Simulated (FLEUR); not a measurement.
FLEUR run on Fe₂Si (I4mm, 3 atoms in the cell): self-consistent single point.

Method: FLEUR with PBEsol, all-electron FLAPW (FLEUR), scalar-relativistic valence.

```yaml
crystal:
  lattice:
    - [-1.34344, 1.34344, 4.43921]
    - [1.34344, -1.34344, 4.43921]
    - [1.34344, 1.34344, -4.43921]
  atoms:
    - { symbol: Fe, position: [0.34526, 0.34526, 0.00000], spin: 4.0 }
    - { symbol: Fe, position: [0.66037, 0.66037, 0.00000], spin: 4.0 }
    - { symbol: Si, position: [0.00000, 0.00000, 0.00000] }
```
(The spins are starting values, not results.)

Reference input (self-consistent single point, DFT, PBEsol, all-electron FLAPW (FLEUR), scalar-relativistic valence): Kmax = 3.6 1/bohr; GmaxXC = 14.4 1/bohr; xcFunctional = PBEs; jspins = 2; l_soc = F; mode = hist; fermiSmearingEnergy = 0.00367493 Htr; mesh (inpgen div1-3) = 8 8 8; inpgen gamma flag = true; Gmax = 14.4 1/bohr; numbands = 0; maxIterBroyd = 15. This run's input differs from it in these lines:

```diff
@@ -16,3 +16,3 @@
 &exco xctyp='PBEs' /
-&kpt div1=8 div2=8 div3=8 gamma=t /
+&kpt div1=9 div2=9 div3=9 /
 &end /
@@ -36,3 +36,3 @@
    <cell>
-      <bzIntegration valenceElectrons="36.0" mode="hist" fermiSmearingEnergy="0.00367493">
+      <bzIntegration valenceElectrons="36.0" mode="hist" fermiSmearingEnergy="0.00183747">
          <kPointListSelection listName="default-1"/>
```

The program printed (abridged):

```
 Iteration:     1   Distance:      42.90716603 me/bohr^3
 Iteration:     2   Distance:      41.45131411 me/bohr^3
 Iteration:     3   Distance:      31.93075500 me/bohr^3
 Iteration:     4   Distance:      23.44446428 me/bohr^3
 Iteration:     5   Distance:      10.15008251 me/bohr^3
   [... 32 lines left out ...]
 Iteration:    38   Distance:       0.00003515 me/bohr^3
 Iteration:    39   Distance:       0.00002520 me/bohr^3
 Iteration:    40   Distance:       0.00002254 me/bohr^3
 Iteration:    41   Distance:       0.00000894 me/bohr^3
 Reset of history
 Run finished successfully
 Stop message:
   Structural relaxation: new displacements generated

[file out, last iteration]
             iter=     42
[...]
          total density-effective poten   -4.4872239824E+03
          total charge density-energy d   -1.2996801661E+02
 Updated energy parameters for spin:           1
 Updated energy parameters for spin:           2
[...]
 fermi energy and band-weighting factors:

[...]
FERMIE:
          first approx. to ef    (T=0)  :   0.453337 htr   (energy of the highest occ. eigenvalue)
          number of occ. states  (T=0)  :       2703
          first approx. to seigv (T=0)  : -22.061128 htr
          sum of weights of occ. states :  36.001372
          sum of semicore charge        :   0.000000 e
FERHIS:  Fermi-Energy by histogram:
          bandgap                     :   0.000289 htr
   [... lines left out ...]
          charge neutrality (T=0)     :   0.001372    (zero if the highest occ. eigenvalue is "entirely" occupied)
     EF_NEWTON:  Adjust Fermi-Energy by Newton-Method.
 Direct bandgap for spin            1 :    8.1239330403889420E-003  Htr
 Direct bandgap for spin            2 :    6.0885321063192666E-003  Htr
 ---->    free energy=                     -2832.8241890249 htr
   [... lines left out ...]
 TOTAL FORCE FOR ATOM TYPE=  1  X=  0.000   Y=  0.000   Z=  5.793
                       FX_TOT= 0.000000 FY_TOT= 0.000000 FZ_TOT=-0.012214
 TOTAL FORCE FOR ATOM TYPE=  2  X=  0.000   Y=  0.000   Z= -5.698
                       FX_TOT= 0.000000 FY_TOT= 0.000000 FZ_TOT= 0.008842
 TOTAL FORCE FOR ATOM TYPE=  3  X=  0.000   Y=  0.000   Z=  0.000
                       FX_TOT= 0.000000 FY_TOT= 0.000000 FZ_TOT= 0.003447
```

The run converged in 41 iterations. FLEUR gives forces in its relaxation mode, with a further iteration, so its stop message speaks of a relaxation. Against the reference run the free energy rises by 10.4 meV/atom, the largest force goes from 0.592 to 0.628 eV/Å and the size of the net moment stays at 0.75 μB/atom.

The starting cell comes from a database of computed structures (which also holds hypothetical and non-ambient phases and stackings), without a prior relaxation at this level. Its lattice was rescaled by up to half a per cent. One atom was moved a little off its site on purpose. The magnetic order is the one reached from the typed start; others were not searched systematically. Values depend on the basis (sphere radii, cutoffs, local orbitals), which need not be converged. The log's line on a gap gives a spacing of levels on this mesh, which the program prints for metals too.

Cost on one core of a shared machine: roughly 10 min.
